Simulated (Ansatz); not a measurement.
An Ansatz (a first-principles code) run: BN with a change (uniaxial strain ε_xx = −3.00 %); PBEsol, PAW, 420 eV (Ansatz; without spin-orbit coupling).

Input:

Ansatz 0.2 input:
```yaml
crystal:
  lattice:
    - [2.4647734153, 0, 0]
    - [-1.2323867076, 2.2005736002, 0]
    - [0, 0, 4.2033032352]
  atoms:
    - { symbol: B, position: [0.3333333333, 0.6666666667, 0.0002668667] }
    - { symbol: B, position: [0.6666666667, 0.3333333333, 0.5002668667] }
    - { symbol: N, position: [0.3333333333, 0.6666666667, 0.3747331333] }
    - { symbol: N, position: [0.6666666667, 0.3333333333, 0.8747331333] }
basis: { ecutwfc: 420, ecutrho_ratio: 4, xc_grid: 2, fft_grid_basis: typed }
kpoints: { mp_grid: { grid: [15, 15, 8] } }
hamiltonian:
  xc: pbesol
  dispersion: none
  pseudopotentials: { kind: paw }
scf: { occupations: { method: fermi_dirac, width: 0.05 }, convergence: { dr2_threshold: 0.0000000004 } }
relax: { f_tol: 0.005, max_steps: 50 }
output: { forces: true, stress: true }
checkpoint: { write: state.ck, write_every: 1000 }
```

Output (explanatory and most iteration lines left out):

```
Relaxation: its limit of steps is 50 (relax.max_steps)
Pseudopotential: B, paw, valence charge 3
Pseudopotential: N, paw, valence charge 5
Crystal: 4 atoms, lattice volume = 22.798 Å³
Basis set: ecut = 420 eV, 433 PW (Γ), exchange–correlation on 36×36×60 points (8 copies of the dense FFT grid, shifted against one another)
Bands: 12, of which v1, the nominal top of the filled ones, is band 8 counted from 1 (7 counted from 0)
Symmetry: 4 space group operations
Space group: Cmc21 (ITA 36), of the structure as read, at distance tolerance 2.8e-5 Å
k-points: 320 of 1800 (time reversal used)
Functional: x = pbesol(κ = 0.804, μ = 0.12345679012345678), c = pbesol(β = 0.046)
SCF iter   1: F=—  HF=-1067.545958 eV  |F-HF|=—  |Δ(HF+E_count)|=         —  Δρ=1.25e-2  dr2=2.64e-2  ethr=1.77e-3  ⟨swp⟩=5.6  Hψ=20761  notcnv=0
SCF iter   2: F=—  HF=-1067.537614 eV  |F-HF|=—  |Δ(HF+E_count)|=   8.34e-3  Δρ=3.32e-3  dr2=1.78e-3  ethr=1.65e-4  ⟨swp⟩=2.9  Hψ=9934  notcnv=0
SCF 1 converged in 6 iterations: F = -1067.537106 eV  dr2 = 9.49e-11
relax step   1: F+E_penalty+E_count = -1067.53710574 eV  Δ(F+E_penalty+E_count) = +0.000e0 eV  max|allowed force component| = 1.852e-1 eV/Å  Δτ_max = 0.0000 Å  (6 SCF iters, accepted)
Crystal: 4 atoms, lattice volume = 22.798 Å³
SCF iter   1: F=—  HF=-1067.538043 eV  |F-HF|=—  |Δ(HF+E_count)|=         —  Δρ=1.01e-3  dr2=1.33e-4  ethr=8.26e-7  ⟨swp⟩=1.0  Hψ=15389  notcnv=0
SCF iter   2: F=—  HF=-1067.537998 eV  |F-HF|=—  |Δ(HF+E_count)|=   4.54e-5  Δρ=4.15e-4  dr2=1.61e-5  ethr=8.26e-7  ⟨swp⟩=2.0  Hψ=6021  notcnv=0
SCF 2 converged in 5 iterations: F = -1067.538000 eV  dr2 = 3.51e-10
relax step   2: F+E_penalty+E_count = -1067.53800036 eV  Δ(F+E_penalty+E_count) = -8.946e-4 eV  max|allowed force component| = 1.089e-1 eV/Å  Δτ_max = 0.0035 Å  (5 SCF iters, accepted)
Crystal: 4 atoms, lattice volume = 22.798 Å³
SCF iter   1: F=—  HF=-1067.538634 eV  |F-HF|=—  |Δ(HF+E_count)|=         —  Δρ=1.16e-3  dr2=2.06e-4  ethr=7.51e-6  ⟨swp⟩=2.0  Hψ=12809  notcnv=0
SCF iter   2: F=—  HF=-1067.538557 eV  |F-HF|=—  |Δ(HF+E_count)|=   7.72e-5  Δρ=4.27e-4  dr2=2.05e-5  ethr=1.29e-6  ⟨swp⟩=2.0  Hψ=8252  notcnv=0
SCF 3 converged in 6 iterations: F = -1067.538558 eV  dr2 = 2.12e-11
relax step   3: F+E_penalty+E_count = -1067.53855836 eV  Δ(F+E_penalty+E_count) = -5.580e-4 eV  max|allowed force component| = 2.608e-3 eV/Å  Δτ_max = 0.0032 Å  (6 SCF iters, accepted)
SCF converged after 6 iterations
Free energy (F): -1067.538558 eV
Internal energy: -1067.538558 eV  (E = F + TS)
E sigma→0 (E₀):  -1067.538558 eV
Fermi energy:    14.393156 eV
--- Forces (eV/Å), atoms counted from 1 ---
  atom   1  B      0.00000000     0.00104942     0.00260861
  atom   2  B     -0.00000000    -0.00104942     0.00260861
  atom   3  N     -0.00000000    -0.00045012    -0.00260823
  atom   4  N      0.00000000     0.00045012    -0.00260823
--- Stress (GPa, compression-positive) ---
       31.282102      -0.000000      -0.000000
       -0.000000       4.474768       0.000000
       -0.000000       0.000000       1.884596
  P = ⅓ Tr σ = 12.5472 GPa (125.472 kbar)
--- Relaxed structure (3 steps of the walk, 3 accepted, 0 SCFs on fresh bases) ---
  atoms:
    - { symbol: B, position: [0.3333879771718066, 0.6667759543436134, 0.0005937491289255076] }
    - { symbol: B, position: [0.6666120228281933, 0.33322404565638664, 0.5005937491289254] }
    - { symbol: N, position: [0.33482244734546474, 0.6696448946909296, 0.3744062508710745] }
    - { symbol: N, position: [0.6651775526545349, 0.33035510530907025, 0.8744062508710746] }
```

Stability against distortions was not tested. The cell was made from BN in the wurtzite structure (space group P6_3mc, No. 186) by this change: uniaxial strain ε_xx = −3.00 %.
